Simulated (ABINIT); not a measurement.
A self-consistent single point of BAs (F-43m, 2 atoms in the cell) with ABINIT.

Level of theory: PBE, norm-conserving pseudopotentials (PseudoDojo nc-sr-05 PBE standard) (plane waves; ABINIT 10.0.3).

```xyz
2
Lattice="0.0000 2.4344 2.4344 2.4344 0.0000 2.4344 2.4344 2.4344 0.0000" Properties=species:S:1:pos:R:3 pbc="T T T"
B      1.2172     1.2172     1.2172
As     0.0000     0.0000     0.0000
```

Reference input (self-consistent single point, DFT, PBE, plane waves, norm-conserving pseudopotentials (PseudoDojo nc-sr-05 PBE standard)): pseudos = [B.upf, As.upf]; ecut = 84 Ry; ixc = 11; occopt = 1; ngkpt = 8 8 8; nshiftk = 1; shiftk = 0 0 0; potentials = PseudoDojo nc-sr-05 PBE standard; nband = 11; kptopt = 1; nstep = 60; tolvrs = 1e-11. This run's input differs from it in these lines:

```diff
@@ -20,3 +20,3 @@
 kptopt 1
-ngkpt 8 8 8
+ngkpt 5 5 5
 nshiftk 1
```

Output, abridged:

```
--- !BeginCycle
solver: {iscf: 7, nstep: 60, nline: 4, wfoptalg: 0, }
tolerances: {tolvrs: 1.00E-11, }
...

     iter   Etot(hartree)      deltaE(h)  residm     vres2
 ETOT  1  -106.86021665050    -1.069E+02 2.063E+00 7.321E+02
 ETOT  2  -108.85562389612    -1.995E+00 1.216E-02 1.151E+03
 ETOT  3  -108.99072865006    -1.351E-01 7.878E-03 1.171E+02
 ETOT  4  -108.99726260518    -6.534E-03 2.752E-03 7.203E+01
 ETOT  5  -109.00702281807    -9.760E-03 1.461E-03 2.147E-01
   [... 3 lines left out ...]
 ETOT  9  -109.00706062595    -1.833E-09 3.404E-05 5.855E-08
 ETOT 10  -109.00706062596    -1.000E-11 1.029E-04 2.648E-09
 ETOT 11  -109.00706062595     4.206E-12 1.005E-05 1.500E-10
 ETOT 12  -109.00706062596    -1.592E-12 3.096E-05 2.330E-13
 At SCF step   12       vres2   =  2.33E-13 < tolvrs=  1.00E-11 =>converged.

 Cartesian components of stress tensor (hartree/bohr^3)
  sigma(1 1)=  1.49665741E-04  sigma(3 2)=  0.00000000E+00
  sigma(2 2)=  1.49665741E-04  sigma(3 1)=  0.00000000E+00
  sigma(3 3)=  1.49665741E-04  sigma(2 1)=  0.00000000E+00

 ----iterations are completed or convergence reached----

 reduced coordinates (array xred) for    2 atoms
       0.250000000000      0.250000000000      0.250000000000
       0.000000000000      0.000000000000      0.000000000000
 cartesian forces (eV/Angstrom) at end:
    1     -0.00000000000000    -0.00000000000000    -0.00000000000000
    2     -0.00000000000000    -0.00000000000000    -0.00000000000000
 frms,max,avg= 0.0000000E+00 0.0000000E+00   0.000E+00  0.000E+00  0.000E+00 e/A
   [... lines left out ...]
 Fermi (or HOMO) energy (hartree) =   0.21837   Average Vxc (hartree)=  -0.40111
   [... lines left out ...]
total_energy        : -1.09007060625955E+02
total_energy_eV     : -2.96623297014317E+03
band_energy         : -1.10919891546142E+01
...

-Cartesian components of stress tensor (GPa)         [Pressure= -4.4033E+00 GPa]
- sigma(1 1)=  4.40331738E+00  sigma(3 2)=  0.00000000E+00
- sigma(2 2)=  4.40331738E+00  sigma(3 1)=  0.00000000E+00
- sigma(3 3)=  4.40331738E+00  sigma(2 1)=  0.00000000E+00

 Calculation completed.
```

The run converged in 12 iterations. Against the reference run the free energy goes up by 26.0 meV/atom, the pressure goes from -4.51 to -4.40 GPa and the gap on the mesh goes from 1.260 to 1.246 eV.

The starting cell comes from a database of computed structures (which also holds hypothetical and non-ambient phases and stackings), without a prior relaxation at this level. Its lattice was rescaled by a random factor within 2.5 % of one. With a pressure of about -4 GPa the cell is away from its equilibrium volume at this level.
